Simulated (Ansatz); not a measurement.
This concerns the energy of cell A over Mg (hcp) and C (graphite). Reaction: Mg (hcp) + 100 C (graphite) → cell A. The sign is products less reactants. The value is per atom of the right-hand side.

Cell A: a cell of composition MgC100, 2.21 g/cm³, volume and shape relaxed; spin state with PBE: run without spin, k-point mesh 4×4×5.
```xyz
101
Lattice="12.3404 0.0000 0.0000 -6.1702 10.6871 0.0025 0.0000 1.4267 6.9826" Properties=species:S:1:pos:R:3 pbc="T T T"
C      0.0006     0.0010     0.0883
C     -0.0018     1.4251     0.0871
C     -1.2351     2.1385     0.0896
C     -1.2362     3.5629     0.0864
C     -2.4681     4.2771     0.0889
C     -2.4681     5.7007     0.0895
C     -3.6999     6.4148     0.0862
C     -3.7011     7.8392     0.0920
C     -4.9341     8.5524     0.0870
C     -4.9368     9.9762     0.0927
C      2.4679    -0.0011     0.0902
C      2.4659     1.4216     0.0739
C      1.2309     2.1345     0.0716
C      1.2240     3.5583     0.0533
C     -0.0053     4.2761     0.0688
C     -0.0052     5.7019     0.0685
C     -1.2362     6.4148     0.0862
C     -1.2350     7.8392     0.0920
C     -2.4681     8.5510     0.0971
C     -2.4681     9.9748     0.0967
C      4.9363    -0.0011     0.0902
C      4.9383     1.4216     0.0739
C      3.7021     2.1271     0.0570
C      3.7021     3.5503     0.0096
C      2.4560     4.2696     0.0068
C      2.4563     5.7082     0.0054
C      1.2237     6.4197     0.0498
C      1.2310     7.8429     0.0670
C     -0.0020     8.5524     0.0870
C      0.0006     9.9762     0.0927
C      7.4036     0.0010     0.0883
C      7.4061     1.4251     0.0871
C      6.1733     2.1345     0.0716
C      6.1802     3.5583     0.0533
C      4.9482     4.2696     0.0068
C      4.9479     5.7082     0.0054
C      3.7021     6.4276     0.0030
C      3.7021     7.8501     0.0473
C      2.4657     8.5558     0.0651
C      2.4679     9.9782     0.0847
C      9.8723     0.0025     0.0863
C      9.8723     1.4264     0.0921
C      8.6393     2.1385     0.0896
C      8.6404     3.5629     0.0864
C      7.4095     4.2761     0.0688
C      7.4094     5.7019     0.0685
C      6.1805     6.4197     0.0498
C      6.1732     7.8429     0.0670
C      4.9385     8.5558     0.0651
C      4.9363     9.9782     0.0847
C      6.1708    10.6863     3.6682
C     -0.0020     1.4232     3.6713
C     11.1054     2.1363     3.6663
C     -1.2362     3.5607     3.6721
C      9.8723     4.2748     3.6688
C     -2.4681     5.6984     3.6694
C      8.6404     6.4126     3.6719
C     -3.7011     7.8371     3.6687
C      7.4061     8.5504     3.6712
C     -4.9368     9.9745     3.6700
C     -3.7023    10.6844     3.6762
C      2.4657     1.4197     3.6932
C      1.2310     2.1326     3.6914
C      1.2237     3.5559     3.7085
C     -0.0052     4.2736     3.6899
C     -0.0053     5.6994     3.6895
C     -1.2362     6.4126     3.6719
C     -1.2351     7.8371     3.6687
C     -2.4681     8.5491     3.6662
C     -2.4681     9.9730     3.6721
C     -1.2339    10.6844     3.6762
C      4.9385     1.4197     3.6932
C      3.7021     2.1255     3.7111
C      3.7021     3.5479     3.7553
C      2.4563     4.2673     3.7530
C      2.4560     5.7059     3.7515
C      1.2240     6.4173     3.7051
C      1.2309     7.8410     3.6867
C     -0.0018     8.5504     3.6712
C      0.0006     9.9745     3.6700
C      1.2334    10.6863     3.6682
C      7.4062     1.4232     3.6713
C      6.1732     2.1326     3.6914
C      6.1805     3.5559     3.7085
C      4.9479     4.2673     3.7530
C      4.9482     5.7059     3.7515
C      3.7021     6.4252     3.7487
C      3.7021     7.8484     3.7014
C      2.4659     8.5540     3.6844
C      2.4679     9.9766     3.6682
C      3.7021    10.6878     3.6641
C      9.8723     1.4245     3.6612
C      8.6392     2.1363     3.6663
C      8.6404     3.5607     3.6721
C      7.4094     4.2736     3.6899
C      7.4095     5.6994     3.6895
C      6.1802     6.4173     3.7051
C      6.1733     7.8410     3.6867
C      4.9383     8.5540     3.6844
C      4.9363     9.9766     3.6682
Mg     3.7021     4.9878     1.8792
```

Reference: Mg (hcp, P6₃/mmc), 2 atoms in the cell, k-point mesh 24×24×12 on the run's own vectors. Conventional cell: a = 3.137 Å, b = 3.137 Å, c = 5.101 Å, α = 90.00°, β = 90.00°, γ = 120.00°.

Reference: C (graphite, P6₃/mmc), 4 atoms in the cell, k-point mesh 18×18×6 on the run's own vectors. Conventional cell: a = b = 2.4650 Å, c = 6.7411 Å, α = β = 90.00°, γ = 120.00°.

Computed with Ansatz (plane waves, PAW), its PAW set soft_1, cutoff 420 eV, 500 eV for r2SCAN. The structures are at rest with PBE+D3(BJ); other levels are single points on them. Neutral cells; Fermi-Dirac smearing of at most 0.10 eV in the solids, energies taken to zero width. The lattices are those relaxed with PBE+D3(BJ), so at other levels the solids can be strained, which adds to the spread. Larger cells are relaxed from a start prepared with the learned potential CHGNet, on a coarser mesh till forces fall under 0.03 eV/Å, which some starts already meet. A dispersion term (D3(BJ), or D4 for r2SCAN) was computed beside these levels and is taken off wherever the name lacks it. Space groups of crystals are read within 0.01 Å. Nuclei at rest; no vibrational terms. The structures are the rest points that the relaxations reached, not proven lowest. No correction for cell size. Cell A has symmetry C2/m within 0.02 Å and got no random move, so less symmetric positions, which may lie lower, weren't tried.

Question: What value does PBE give?

Answer: 15 meV/atom, for Mg (hcp) + 100 C (graphite) → cell A.

Question: What do the other levels give, and how wide is the spread?

Answer: 
```tsv
Method	value (meV/atom)	less PBE
PBE+D3(BJ)	23	8
r2SCAN	18	3
r2SCAN+D4	21	6
```

The levels shown span 8 meV/atom, from PBE (15) to PBE+D3(BJ) (23).

Ansatz is a quantum-chemistry and plane-wave program.
